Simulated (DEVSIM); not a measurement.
Structure: Cr/Al2O3/p-Ge capacitor, at 300 K.

```csv
layer (left to right),material,thickness (nm),Na (cm⁻³)
1,Al2O3,3.20,-
2,Ge,3700,2.6e16
```

Metal gate on the left, work function 4.5 eV. Fixed charge at the semiconductor interface 0 cm⁻² (in units of +e); no interface traps.

Constants are typed, rounded textbook-type inputs, not results; the design itself was drawn at random and stands for no fabricated device. Values at 300 K.

```csv
parameter,Al2O3,Ge
gap (eV),6.8,0.664
affinity (eV),1.35,4
permittivity,9,16
Nc (cm⁻³),-,1.04e19
Nv (cm⁻³),-,6e18
```

Model (solved in DEVSIM): 1D Poisson equation in equilibrium, Boltzmann statistics, complete ionisation; no quantum confinement or tunnelling. Metal contacts follow the ideal Schottky-Mott rule: no Fermi-level pinning, no interface dipoles.

Problem. Tabulate band edges, carrier densities and field at 0.25 V on the gate.

Solution. Energies count from the Fermi level of the right contact; mesh points crowd at the junctions.

```tsv
x (μm)	Ec (eV)	Ev (eV)	n (cm⁻³)	p (cm⁻³)	field (V/cm)
0.000	2.900	-3.900	< 1e2	< 1e2	65000
0.0009644	2.906	-3.894	< 1e2	< 1e2	65000
0.002064	2.913	-3.887	< 1e2	< 1e2	65000
0.003058	2.920	-3.880	< 1e2	< 1e2	65000
0.004747	0.276	-0.388	2.4e14	1.8e12	36000
0.007745	0.287	-0.377	1.6e14	2.8e12	35000
0.01406	0.309	-0.355	6.8e13	6.4e12	33000
0.03526	0.373	-0.291	5.7e12	7.7e13	27000
0.07204	0.453	-0.211	2.6e11	1.7e15	17000
0.1495	0.516	-0.148	2.3e10	1.9e16	2500
0.3129	0.523	-0.141	1.7e10	2.6e16	11
0.8323	0.523	-0.141	1.7e10	2.6e16	≈ 0
1.752	0.523	-0.141	1.7e10	2.6e16	≈ 0
2.764	0.523	-0.141	1.7e10	2.6e16	≈ 0
3.352	0.523	-0.141	1.7e10	2.6e16	≈ 0
3.537	0.523	-0.141	1.7e10	2.6e16	≈ 0
3.625	0.523	-0.141	1.7e10	2.6e16	≈ 0
3.667	0.523	-0.141	1.7e10	2.6e16	≈ 0
3.691	0.523	-0.141	1.7e10	2.6e16	≈ 0
3.698	0.523	-0.141	1.7e10	2.6e16	≈ 0
3.701	0.523	-0.141	1.7e10	2.6e16	≈ 0
3.703	0.523	-0.141	1.7e10	2.6e16	≈ 0
```
